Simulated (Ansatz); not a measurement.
Input:

```
CELL_PARAMETERS angstrom
      4.14389     0.00000     0.00000
      0.00000     4.14389     0.00000
      2.07195    -2.07195     2.97868
ATOMIC_POSITIONS crystal
  P  0.25000 0.25000 0.50000
  In 0.00000 0.00000 0.00000
```

No spin polarisation.

The values are results of Kohn–Sham DFT with the r2SCAN functional, run in Ansatz (a first-principles code) with PAW and 500 eV plane waves, scalar-relativistic without spin-orbit coupling, not measurements. Settings: 10×10×10 k-points, 0.05 eV Fermi–Dirac smearing.

Task: Predict the band gap.

Result: 1.04 eV.

Task: What gap character does the calculation give?

Result: Direct at Γ.

The cells carry an imposed strain or load. No phonon test of stability was made. The cell was made from InP in the zinc blende structure (space group F-43m, No. 216) by this change: biaxial strain −0.79 %, plane normal [001], relaxed out of plane.
